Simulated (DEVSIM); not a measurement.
Structure: GaP p-n junction from an implanted or diffused profile, at 300 K.

```
layer (left to right)  material  thickness (μm)  Nd (cm⁻³)  τn (s)  τp (s)
---------------------  --------  --------------  ---------  ------  ------
1                           GaP            4.30     2.4e15  1.4e-7  1.4e-7
```

Added acceptor profile: 1.1e18 cm⁻³ × exp(−(x − 0 μm)²/(2·(0.086 μm)²)). Left contact: ohmic. Right contact: ohmic. Voltage is applied to the left contact. Recombination: SRH at mid-gap, radiative. Mobility is constant in doping.

The device is made up for the run: typed textbook-type constants, with dimensions and the other settings drawn at random. Values at 300 K.

```csv
parameter,GaP
gap (eV),2.26
affinity (eV),3.8
permittivity,11.1
Nc (cm⁻³),1.8e19
Nv (cm⁻³),1.9e19
μn (cm²/Vs),250
μp (cm²/Vs),150
B (cm³/s),1e-13
```

DEVSIM, 1D drift-diffusion, Boltzmann statistics, complete ionisation; no tunnelling, impact ionisation, image-force lowering or self-heating.

### Question
Give the small-signal capacitance in reverse bias (quasi-static).

### Answer

```json
[
 {"V (V)": "-0.04", "C (nF/cm²)": "9.80"},
 {"V (V)": "-0.1", "C (nF/cm²)": "9.65"},
 {"V (V)": "-0.2", "C (nF/cm²)": "9.41"},
 {"V (V)": "-0.3", "C (nF/cm²)": "9.19"},
 {"V (V)": "-0.4", "C (nF/cm²)": "8.99"},
 {"V (V)": "-0.6", "C (nF/cm²)": "8.61"},
 {"V (V)": "-0.8", "C (nF/cm²)": "8.28"},
 {"V (V)": "-1", "C (nF/cm²)": "7.99"},
 {"V (V)": "-1.3", "C (nF/cm²)": "7.60"},
 {"V (V)": "-1.6", "C (nF/cm²)": "7.27"},
 {"V (V)": "-2", "C (nF/cm²)": "6.88"}
]
```
